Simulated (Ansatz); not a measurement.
**How far to go with shifted k-point meshes: CdAu (P4mm, 2 atoms in the cell)**

```
CELL_PARAMETERS angstrom
      3.35088     0.00000     0.00000
      0.00000     3.35088     0.00000
      0.00000     0.00000     3.35088
ATOMIC_POSITIONS crystal
  Cd 0.00000 0.00000 0.01492
  Au 0.50000 0.50000 0.50000
```

Computed with LDA (PW92), default PAW files made with PBE (plane waves; Ansatz, a first-principles code).

Base settings: basis.ecutwfc = 420 eV; kpoints.mp_grid.grid = 10 10 10; hamiltonian.xc = lda; hamiltonian.pseudopotentials = {kind: paw} (the program's default PAW files); scf.occupations.method = fermi_dirac; scf.occupations.width = 0.1 eV.

In this ladder: kpoints.mp_grid.shift = 0.5 0.5 0.5.

Only quantities that move along the ladder and can be compared are tabulated.

The count of work is k-points × plane waves × bands × iterations; it is no time. Core times come from one kind of shared machine, to one figure; runs under 30 s give none.

The starting cell comes from a database of computed structures (which also holds hypothetical and non-ambient phases and stackings), without a prior relaxation at this level. Its lattice was rescaled by up to half a per cent. One atom was moved a little off its site on purpose. In the base run, with a pressure of about -7 GPa the cell is away from its equilibrium volume at this level. Ansatz's pressure includes its estimate of the finite-basis (Pulay) stress.

Steps (kpoints.mp_grid.grid): 2 2 2; 3 3 3; 4 4 4; 5 5 5; 6 6 6; 7 7 7; 8 8 8; 9 9 9; 10 10 10; 12 12 12; 13 13 13; 14 14 14; 16 16 16; 17 17 17; 19 19 19; 21 21 21; 24 24 24; 26 26 26; 29 29 29; 32 32 32.

What is the coarsest kpoints.mp_grid.grid that holds the forces within 0.01 eV/Å of the last step, with all finer ones?

4 4 4, at 0.0028 of the last step's count of work; the step before is off by 0.041 eV/Å.

What is the coarsest kpoints.mp_grid.grid that holds the free energy within 5 meV/atom of the last step, with all finer ones?

7 7 7, at 0.018 of the last step's count of work; the step before is off by 20 meV/atom.

What is the coarsest kpoints.mp_grid.grid that holds the pressure within 1 GPa of the last step, with all finer ones?

4 4 4, at 0.0028 of the last step's count of work; the step before is off by 2.0 GPa.

| kpoints.mp_grid.grid | free energy less the last step's (meV/atom) | pressure (GPa) | largest difference of a force vector from the last step's (eV/Å) | count of work / last | core time / last (rough) |
|---|---|---|---|---|---|
| 2 2 2 | 756.52 | 5.43 | 0.029 | 0.00054 | – |
| 3 3 3 | 12.92 | -9.02 | 0.041 | 0.0028 | – |
| 4 4 4 | 56.38 | -6.20 | 0.004 | 0.0028 | – |
| 5 5 5 | 13.56 | -6.88 | 0.002 | 0.0083 | – |
| 6 6 6 | -19.92 | -7.36 | 0.001 | 0.0083 | – |
| 7 7 7 | 3.85 | -6.74 | 0.001 | 0.018 | – |
| 8 8 8 | 3.19 | -6.76 | 0.001 | 0.018 | – |
| 9 9 9 | -0.87 | -7.08 | 0.002 | 0.034 | – |
| 10 10 10 | -0.56 | -7.00 | 0.000 | 0.034 | – |
| 12 12 12 | 1.76 | -6.93 | 0.000 | 0.058 | – |
| 13 13 13 | 0.42 | -6.92 | 0.001 | 0.090 | – |
| 14 14 14 | -1.52 | -7.02 | 0.000 | 0.090 | – |
| 16 16 16 | 0.67 | -6.93 | 0.000 | 0.13 | – |
| 17 17 17 | -0.32 | -6.97 | 0.000 | 0.19 | – |
| 19 19 19 | 0.21 | -6.96 | 0.000 | 0.25 | 0.3 |
| 21 21 21 | -0.08 | -6.97 | 0.000 | 0.33 | 0.3 |
| 24 24 24 | 0.05 | -6.97 | 0.000 | 0.43 | 0.4 |
| 26 26 26 | 0.03 | -6.97 | 0.000 | 0.54 | 0.5 |
| 29 29 29 | 0.00 | -6.97 | 0.000 | 0.83 | 0.8 |
| 32 32 32 | 0.00 | -6.97 | 0.000 | 1.0 | 1 |

Two neighbours can agree and both be off: 7 7 7 and 8 8 8 differ by 0.02 GPa in the pressure, yet lie about 0.21 GPa from the last step.

Keys are those of Ansatz 0.2.
